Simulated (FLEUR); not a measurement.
FLEUR run on KZnF3 (Pm-3m, 5 atoms in the cell): self-consistent single point.

Method: PBE, all-electron FLAPW (FLEUR), scalar-relativistic valence.

The change in words: lattice scaled by 0.98. Reference geometry:
```
CELL_PARAMETERS angstrom
      3.99370     0.00000     0.00000
      0.00000     3.99370     0.00000
      0.00000     0.00000     3.99370
ATOMIC_POSITIONS crystal
  K  0.00000 0.00000 0.00000
  Zn 0.50000 0.50000 0.50000
  F  0.50000 0.00000 0.50000
  F  0.00000 0.50000 0.50000
  F  0.50000 0.50000 0.00000
```

Reference input (self-consistent single point, DFT, PBE, all-electron FLAPW (FLEUR), scalar-relativistic valence): Kmax = 4.8 1/bohr; GmaxXC = 19.2 1/bohr; xcFunctional = pbe; jspins = 1; l_soc = F; mode = hist; fermiSmearingEnergy = 0.00036749 Htr; mesh (inpgen div1-3) = 4 4 4; inpgen gamma flag = true; Gmax = 19.2 1/bohr; numbands = 0; maxIterBroyd = 99. This run's input differs from it in these lines:

```diff
@@ -6,3 +6,3 @@
 0.0000000000 0.0000000000 1.0000000000
-7.5470086725
+7.3960686881
 1.0 1.0 1.0
@@ -46,5 +46,5 @@
          <bravaisMatrix>
-            <row-1>    7.5470086724999996     0.0000000000000000     0.0000000000000000</row-1>
-            <row-2>    0.0000000000000000     7.5470086724999996     0.0000000000000000</row-2>
-            <row-3>    0.0000000000000000     0.0000000000000000     7.5470086724999996</row-3>
+            <row-1>    7.3960686880999997     0.0000000000000000     0.0000000000000000</row-1>
+            <row-2>    0.0000000000000000     7.3960686880999997     0.0000000000000000</row-2>
+            <row-3>    0.0000000000000000     0.0000000000000000     7.3960686880999997</row-3>
          </bravaisMatrix>
```

Log, with long lists cut:

```
 Iteration:     1   Distance:      15.33888093 me/bohr^3
 Iteration:     2   Distance:      13.51007331 me/bohr^3
 Iteration:     3   Distance:       6.96306210 me/bohr^3
 Iteration:     4   Distance:       4.10306876 me/bohr^3
 Iteration:     5   Distance:       2.43189021 me/bohr^3
   [... 7 lines left out ...]
 Iteration:    13   Distance:       0.00030348 me/bohr^3
 Iteration:    14   Distance:       0.00019773 me/bohr^3
 Iteration:    15   Distance:       0.00003180 me/bohr^3
 Iteration:    16   Distance:       0.00000242 me/bohr^3
 Run finished successfully
 Stop message:
   Structural relaxation: Done

[file out, last iteration]
             iter=     17
[...]
          total density-effective poten   -4.2431036335E+03
          total charge density-energy d   -1.3656469112E+02
 Updated energy parameters for spin:           1
[...]
 fermi energy and band-weighting factors:
    1.024979

[...]
FERMIE:
          first approx. to ef    (T=0)  :   0.296243 htr   (energy of the highest occ. eigenvalue)
          number of occ. states  (T=0)  :        210
          first approx. to seigv (T=0)  :  -0.425224 htr
          sum of weights of occ. states :  21.000000
          sum of semicore charge        :   0.000000 e
FERHIS:  Fermi-Energy by histogram:
          bandgap                     :   0.154490 htr
   [... lines left out ...]
          charge neutrality (T=0)     :   0.000000    (zero if the highest occ. eigenvalue is "entirely" occupied)
 Direct bandgap for spin            1 :   0.24403398195783427       Htr
 ---->    free energy=                     -2698.0689349210 htr
   [... lines left out ...]
 TOTAL FORCE FOR ATOM TYPE=  1  X=  0.000   Y=  0.000   Z=  0.000
                       FX_TOT= 0.000000 FY_TOT= 0.000000 FZ_TOT= 0.000000
 TOTAL FORCE FOR ATOM TYPE=  2  X=  3.698   Y=  3.698   Z=  3.698
                       FX_TOT= 0.000000 FY_TOT= 0.000000 FZ_TOT= 0.000000
 TOTAL FORCE FOR ATOM TYPE=  3  X=  3.698   Y=  0.000   Z=  3.698
                       FX_TOT= 0.000000 FY_TOT= 0.000000 FZ_TOT= 0.000000
 Structural relaxation: Done
```

The run converged in 16 iterations. FLEUR gives forces in its relaxation mode, with a further iteration, so its stop message speaks of a relaxation. Against the reference run the free energy goes up by 50.3 meV/atom and the gap on the mesh goes from 4.029 to 4.204 eV.

The starting cell has typed, rounded lattice constants, without a prior relaxation at this level. Its lattice was rescaled by a random factor within 2.5 % of one. For this run, on top of that: lattice scaled by 0.98. Values depend on the basis (sphere radii, cutoffs, local orbitals), which need not be converged.

Cost on one core of a shared machine: roughly 50 s.
